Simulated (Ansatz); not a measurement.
```
CELL_PARAMETERS angstrom
      0.00000     1.91915     1.91915
      1.91915     0.00000     1.91915
      1.91915     1.91915     0.00000
ATOMIC_POSITIONS crystal
  Rh 0.00000 0.00000 0.00000
```

No spin polarisation.

The values are results of Ansatz (an electronic-structure program) PBEsol, scalar-relativistic without spin-orbit coupling, not measurements. Γ-centred 30×30×30 mesh, Fermi–Dirac width 0.1 eV.

### Question
Predict the band gap, pressure and space group.

### Answer
```json
{
  "band_gap": "zero",
  "pressure": "-11.7 GPa",
  "space_group": "Fm-3m (No. 225)"
}
```

The cells carry an imposed strain or load. Stability against distortions was not tested. The final runs are not spin-polarised. The cell was made from Rh in the fcc (Cu type) structure (space group Fm-3m, No. 225) by this change: isotropic strain +1.50 %. Rh lies near a magnetic instability that expansion can trigger; it was not tested.
